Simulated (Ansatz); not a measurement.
## Ge (within 0.1 Å of I4₁/amd, No. 141, 2 atoms in the cell; start mp-1061054; another form than the element's usual one)

Method: LDA (plane waves, PAW; Ansatz, a quantum-chemistry and plane-wave program).

Numerical settings: plane-wave cutoff 520 eV, 22×22×22 k mesh, Fermi–Dirac smearing 0.05 eV, scalar-relativistic PAW data made under PBE.

Cell (relaxed at this level):

```
CELL_PARAMETERS angstrom
     -2.53839     2.53807     1.38997
      2.53839    -2.53807     1.38997
      2.53839     2.53807    -1.38997
ATOMIC_POSITIONS crystal
  Ge 0.62487 0.87487 0.75000
  Ge 0.37513 0.12513 0.25000
```

```json
{
 "band_gap": "zero (no gap)",
 "bulk_modulus": "83.1 GPa"
}
```

Note: the bulk modulus is −V dP/dV from two relaxed cells at ±2 % in volume.

Spin–orbit coupling is not included.

Cost on a shared machine: about 9 core-minutes (a rough figure).

A start named mp-… is a Materials Project structure, which need not be a measured phase.
